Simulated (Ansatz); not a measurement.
HfO2: energy against volume

HfO2 (fluorite, Fm-3m, 10.693 Å³/atom and stress up to 0.01 GPa in the relaxed cell, cube axes along x, y and z) under an equal strain ε along all three axes. PBEsol in Ansatz, a plane-wave DFT program (PAW, default set), 420 eV, 11×11×11 Γ-centred mesh, Fermi-Dirac smearing 0.05 eV; ions are relaxed, or left where forces stay under 0.02 eV/Å, within the symmetry of each cell.

Here V stands for volume and E for E less E0.

```
volume (Å³/atom)  E less E0 (meV/atom)  pressure (GPa)
----------------  --------------------  --------------
9.7588                               ?               ?
10.0637                          33.99           18.21
10.2186                          18.79           13.19
10.3750                           8.23            8.50
10.5330                           2.06            4.11
10.6926                           0.00            0.00
10.8537                           1.98           -3.83
11.0165                           7.73           -7.41
11.1810                          17.05          -10.74
11.3470                          29.79          -13.85
```

Fit E of the 9 rows that show it with the third-order Birch-Murnaghan form, a cubic in V^(-2/3). With u = V^(-2/3) - 0.206, the rows have u = 0.008533, 0.006360, 0.004220, 0.002113, 0.000037, -0.002007, -0.004022, -0.006008, -0.007963. Least squares gives E = 0.026 - 37.32·u + 467655·u² + 367627·u³. Residuals (row less fit): 0.003, -0.010, 0.006, 0.021, -0.025, -0.002, 0.013, -0.001, -0.001; standard error 0.017 (degrees of freedom: 5). Its minimum lies at u = 0.000040, so V0 = (0.206040)^(-3/2) = 10.69. There d²E/du² = 935400 and d³E/du³ = 2206000, so B0 = (4/9) × 10.69^(-7/3) × 935400 × 0.160218 = 264 GPa (the last factor turns the table's units into GPa), and B0' = 4 + (2/3) × 0.206040 × (2206000)/935400 = 4.3. B0' rests on the cubic coefficient alone and has a standard error of 0.1 from these residuals.

What does the fit predict for E at V = 9.7588, and how far is the calculated value from it?

u = 0.012979, so E = 0.026 - 37.32 × 0.012979 + 467655 × 0.012979² + 367627 × 0.012979³ = 79.124 meV/atom. The calculation gives 78.93 meV/atom, 0.194 meV/atom below the prediction (0.2 % of the range of E in the table). The row lies outside the fitted rows, so this is an extrapolation. From the scatter of the fitted rows alone, a prediction at this place has a standard error of 0.080 meV/atom, so the miss is 2.4 times that.

The primitive cell can neither tilt nor turn polar against its symmetry, as such crystals can under strain. Other structures, which can take over under pressure, weren't tried. The same form fitted to the pressure column gives B0' = 4.2; series where the two differ by over 0.4 aren't shown. HfO2 is here the high-temperature cubic form, which is unstable at 0 K; the monoclinic form is the stable one. Rows are the converged runs of the series near zero and its far end, less any whose ions stayed unrelaxed beside relaxed ones; series whose fitted rows scatter by over a few per cent of the range, as at a crossing or softening among them, aren't shown in this form.
